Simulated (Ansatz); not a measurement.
Consider MoSi2 (space group I4/mmm, No. 139; a = 3.217 Å, c = 7.875 Å; relaxed with 0.1 eV smearing). Axes: x, y, z lie along a, b, c of the conventional cell.

All numbers come from PBE, PAW, 420 eV (Ansatz, a first-principles code; no spin-orbit coupling).

For the base:

```
Property                        Result
-----------------------------  -------
Pressure                       0.0 GPa
Shortest interatomic distance  2.597 Å
Band gap                          zero
```

Perturbation: uniaxial strain ε_zz = −0.50 %, all other strain components held at zero, atoms relaxed at fixed cell.

Question: Predict the new pressure, shortest interatomic distance, energy relative to the base and band gap.

Answer: The pressure (mean of the normal stresses, compression positive) goes from zero to 1.1 GPa; the shortest interatomic distance drops by 0.0116 Å (2.597 Å → 2.586 Å); the energy grows by 0.5 meV/atom; the band gap stays zero.

No phonon test of stability was made. The final runs are not spin-polarised.
